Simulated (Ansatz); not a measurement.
Input and output of a self-consistent single point for Ba (Im-3m, 1 atom in the cell) (Ansatz, a program for electronic structure).

Method: PBE, norm-conserving files (source: ansatz) (plane waves; Ansatz).

The change in words: lattice scaled by 0.98; basis.ecutwfc: 420 eV → 925 eV; hamiltonian.pseudopotentials: {kind: paw} (the program's default PAW files) → {kind: nc, source: ansatz}. Reference geometry:
```xyz
1
Lattice="-2.4975 2.4975 2.4975 2.4975 -2.4975 2.4975 2.4975 2.4975 -2.4975" Properties=species:S:1:pos:R:3 pbc="T T T"
Ba     0.0000     0.0000     0.0000
```

Reference input (self-consistent single point, DFT, PBE, plane waves, default PAW files): basis.ecutwfc = 420 eV; kpoints.mp_grid.grid = 9 9 9; hamiltonian.xc = pbe; hamiltonian.pseudopotentials = {kind: paw} (the program's default PAW files); scf.occupations.method = gaussian; scf.occupations.width = 0.1 eV. This run's input differs from it in these lines:

Ansatz 0.2 input:
```diff
@@ -3,5 +3,5 @@
   lattice:
-    - [-2.497450, 2.497450, 2.497450]
-    - [2.497450, -2.497450, 2.497450]
-    - [2.497450, 2.497450, -2.497450]
+    - [-2.447501, 2.447501, 2.447501]
+    - [2.447501, -2.447501, 2.447501]
+    - [2.447501, 2.447501, -2.447501]
   atoms:
@@ -9,3 +9,3 @@
 basis:
-  ecutwfc: 420.0 eV
+  ecutwfc: 925.0 eV
 kpoints:
@@ -14,3 +14,3 @@
   xc: pbe
-  pseudopotentials: { kind: paw }
+  pseudopotentials: { kind: nc, source: ansatz }
 scf:
```

Output, abridged:

```
SCF iter   1: F=—  HF=-761.514449 eV  |F-HF|=—  |Δ(HF+E_count)|=         —  Δρ=5.66e-3  dr2=1.38e-2  ethr=3.10e-3  ⟨swp⟩=12.5  Hψ=4578  notcnv=0
all-band conjugate gradients solve this SCF's bands
preconditioner: auto → Kerker (q_TF=auto, 2.032 Å⁻¹)
SCF iter   2: F=—  HF=-761.516677 eV  |F-HF|=—  |Δ(HF+E_count)|=   2.23e-3  Δρ=3.47e-3  dr2=5.68e-3  ethr=1.38e-4  ⟨swp⟩=1.5  Hψ=622  notcnv=0
SCF iter   3: F=—  HF=-761.519066 eV  |F-HF|=—  |Δ(HF+E_count)|=   2.39e-3  Δρ=6.26e-4  dr2=2.17e-4  ethr=5.68e-5  ⟨swp⟩=3.0  Hψ=514  notcnv=0  defer=1
SCF iter   4: F=—  HF=-761.519171 eV  |F-HF|=—  |Δ(HF+E_count)|=   1.04e-4  Δρ=3.54e-4  dr2=4.47e-5  ethr=2.17e-6  ⟨swp⟩=2.1  Hψ=493  notcnv=0
SCF iter   5: F=—  HF=-761.519182 eV  |F-HF|=—  |Δ(HF+E_count)|=   1.14e-5  Δρ=6.69e-5  dr2=2.05e-6  ethr=4.47e-7  ⟨swp⟩=2.4  Hψ=506  notcnv=0  defer=1
SCF iter   6: F=-761.519181 eV  HF=-761.519181 eV  |F-HF|=1.66e-8  |Δ(HF+E_count)|=   6.70e-7  Δρ=6.55e-6  dr2=4.85e-8  ethr=1.00e-9  ⟨swp⟩=10.9  Hψ=2876  notcnv=0
SCF 1 converged in 6 iterations: F = -761.519181 eV  dr2 = 4.85e-8
Free energy (F): -761.519181 eV
Internal energy: -761.511958 eV  (E = F + TS)
E sigma→0 (E₀):  -761.515570 eV
Entropy (-TS):   -0.007223 eV (-7.223 meV/atom)
Fermi energy:    6.453716 eV
--- Forces (eV/Å), atoms counted from 1 ---
  atom   1  Ba     0.00000000    -0.00000000    -0.00000000
--- Stress (GPa, compression-positive) ---
        0.743188      -0.000000       0.000000
       -0.000000       0.743188       0.000000
       -0.000000       0.000000       0.743188
  P = ⅓ Tr σ = 0.7432 GPa (7.432 kbar)
  The stress holds the Pulay correction. Without it, at fixed plane waves, as pw.x and ABINIT print it: P = 0.7415 GPa
```

The run converged in 6 iterations. Against the reference run the pressure goes from 0.15 to 0.74 GPa.

The starting cell has typed, rounded lattice constants, without a prior relaxation at this level. Its lattice was rescaled by up to half a per cent. For this run, on top of that: lattice scaled by 0.98. Ansatz's pressure includes its estimate of the finite-basis (Pulay) stress.
